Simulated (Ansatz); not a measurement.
Start from BN in the zinc blende structure (space group F-43m, No. 216).

```yaml
crystal:
  lattice:
    - [0.00000, 1.80284, 1.80284]
    - [1.80284, 0.00000, 1.80284]
    - [1.80284, 1.80284, 0.00000]
  atoms:
    - { symbol: B, position: [0.00000, 0.00000, 0.00000] }
    - { symbol: N, position: [0.25000, 0.25000, 0.25000] }
```

Cartesian axes are those of the cell as printed.

Method: Ansatz (a program for electronic structure) PBEsol, scalar-relativistic without spin-orbit coupling.

Base values:

| Quantity | Result |
|---|---|
| Valence-band top at Γ | 0.00, 0.00, 0.00 eV |
| Smallest direct gap | 8.81 eV |
| Electron mass | 0.89 mₑ along k, 0.29 mₑ across (at X) |

One thing is altered: uniaxial strain ε_zz = +2.00 %, all other strain components held at zero, atoms relaxed at fixed cell.

Task: How does this affect the energy relative to the base, valence-band top at Γ, stress, smallest direct gap and electron mass?

Result: The energy grows by 5.7 meV/atom; the valence-band top at Γ (three highest levels, from the VBM) goes from 0.00, 0.00, 0.00 eV to 0.00, 0.00, -0.20 eV; the stress (xx, yy, zz, yz, xz, xy; compression positive) is (-3.30, -3.30, -15.50, 0.00, 0.00, 0.00) GPa; the smallest direct gap drops by 0.203 eV to 8.60 eV; the electron mass goes from 0.89 mₑ along k, 0.29 mₑ across (at X) to 0.88 mₑ along k, 0.30 mₑ across (at X).

Masses are band curvatures over ±0.01 Å⁻¹ around the edge. Along k means along the line from Γ to the band edge. Whether these cells are dynamically stable was not tested.
